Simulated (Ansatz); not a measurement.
ScPd3C (model structure, started from the Ni3MgC type, Pm-3m, No. 221, 5 atoms in the cell) was calculated with r²SCAN (plane waves, PAW; Ansatz, a program for electronic structure).

Settings: plane-wave cutoff 560 eV, 14×14×14 k mesh, Fermi–Dirac smearing 0.05 eV, scalar-relativistic PAW data made under PBE.

Cell (relaxed at this level):

```yaml
crystal:
  lattice:
    - [4.17895, 0.00000, 0.00000]
    - [0.00000, 4.17895, 0.00000]
    - [0.00000, 0.00000, 4.17895]
  atoms:
    - { symbol: Sc, position: [0.00000, 0.00000, 0.00000] }
    - { symbol: Pd, position: [0.00000, 0.50000, 0.50000] }
    - { symbol: Pd, position: [0.50000, 0.00000, 0.50000] }
    - { symbol: Pd, position: [0.50000, 0.50000, 0.00000] }
    - { symbol: C, position: [0.50000, 0.50000, 0.50000] }
```

Predict the bulk modulus.


- bulk modulus: 178 GPa

The run finds no gap.

Note: the bulk modulus is −V dP/dV from two relaxed cells at ±2 % in volume; the relaxation could raise the start's symmetry but not lower it, so the cell can be a saddle point.

Static lattice: no zero-point or thermal effects.

Cost on a shared machine: very roughly 2.8 core-minutes.

A model structure was made by putting elements into a prototype or built by hand; it is no filed structure, need not be a known phase, and can be a saddle point held by its symmetry.
